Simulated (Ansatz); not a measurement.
Results of PBEsol+SOC (plane waves, PAW; Ansatz, a first-principles code) for Sc2Ge2O7 (Fd-3m, No. 227, 22 atoms in the cell; start mp-757450).

Numerical settings: plane-wave cutoff 520 eV, 6×6×6 k mesh, Fermi–Dirac smearing 0.01 eV, PAW data made under PBE.

Cell (relaxed with PBEsol):

```
CELL_PARAMETERS angstrom
      0.00000     4.80295     4.80295
      4.80295     0.00000     4.80295
      4.80295     4.80295     0.00000
ATOMIC_POSITIONS crystal
  Sc 0.62500 0.62500 0.62500
  Sc 0.12500 0.62500 0.62500
  Sc 0.62500 0.62500 0.12500
  Sc 0.62500 0.12500 0.62500
  Ge 0.12500 0.62500 0.12500
  Ge 0.12500 0.12500 0.12500
  Ge 0.62500 0.12500 0.12500
  Ge 0.12500 0.12500 0.62500
  O  0.75000 0.75000 0.75000
  O  0.50000 0.50000 0.50000
  O  0.20851 0.79149 0.79149
  O  0.04149 0.45851 0.04149
  O  0.79149 0.20851 0.20851
  O  0.45851 0.04149 0.45851
  O  0.79149 0.20851 0.79149
  O  0.04149 0.04149 0.45851
  O  0.20851 0.79149 0.20851
  O  0.45851 0.45851 0.04149
  O  0.79149 0.79149 0.20851
  O  0.45851 0.04149 0.04149
  O  0.20851 0.20851 0.79149
  O  0.04149 0.45851 0.45851
```

Question: Estimate the band gap and direct gap at Γ that the calculation returns.

Answer: 
- band gap = 3.77 eV (on the SCF k mesh)
- direct gap at Γ = 3.98 eV

The computed numbers hold no vibrational or temperature effects.

A start named mp-… is a Materials Project structure, which need not be a measured phase.
